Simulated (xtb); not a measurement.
xtb 6.7.1, GFN1-xTB: CSc1ccc(-c2cccc(-c3sc(C(F)(F)F)cc3F)c2)s1, 33 atoms. The geometry is a generated start, not checked to be a minimum at this level.

```
Item                      Result
-----------------  -------------
run flags                 --grad
method                  GFN1-xTB
--acc                1 (default)
--etemp (K)        300 (default)
basis functions              130
valence electrons            120
```

One run each on 1 thread. Values of broydamp tried: 0.02, 0.05, 0.1, 0.2, 0.4 (default), 0.6, 0.8, 1.

Q: How does the count of SCC iterations change with broydamp, and where is it least?

A: Fewest SCC iterations: 0.4 (default) with 11. The count rises to 20 at 0.02. All converge to one solution.

```json
[
 {"broydamp": "0.02", "SCC iterations": "20", "end": "same solution"},
 {"broydamp": "0.05", "SCC iterations": "17", "end": "same solution"},
 {"broydamp": "0.1", "SCC iterations": "15", "end": "same solution"},
 {"broydamp": "0.2", "SCC iterations": "13", "end": "same solution"},
 {"broydamp": "0.4 (default)", "SCC iterations": "11", "end": "same solution"},
 {"broydamp": "0.6", "SCC iterations": "13", "end": "same solution"},
 {"broydamp": "0.8", "SCC iterations": "14", "end": "same solution"},
 {"broydamp": "1", "SCC iterations": "16", "end": "same solution"}
]
```
